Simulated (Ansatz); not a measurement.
The reference is InP in the zinc blende structure (space group F-43m, No. 216).

```yaml
crystal:
  lattice:
    - [0.00000, 2.95348, 2.95348]
    - [2.95348, 0.00000, 2.95348]
    - [2.95348, 2.95348, 0.00000]
  atoms:
    - { symbol: In, position: [0.00000, 0.00000, 0.00000] }
    - { symbol: P, position: [0.25000, 0.25000, 0.25000] }
```

Cartesian axes are those of the cell as printed.

Calculations: r2SCAN (Ansatz, an electronic-structure program; PAW; 500 eV plane waves; spin-orbit coupling left out).

Before the change:

```
Quantity                 Value
-------------  ---------------
Band gap               1.03 eV
Electron mass  0.074 mₑ (at Γ)
```

Perturbation: uniaxial strain ε_zz = −3.00 %, all other strain components held at zero; the atoms relax in the strained cell.

What happens to the band gap?

The band gap goes up by 0.08 eV (1.03 eV → 1.11 eV).

Estimate the effect on the electron mass.

The electron mass changes from 0.074 mₑ (at Γ) to 0.080 mₑ along z, 0.085 mₑ across (at Γ).

Masses are band curvatures over ±0.01 Å⁻¹ around the edge. Stability against distortions was not tested.
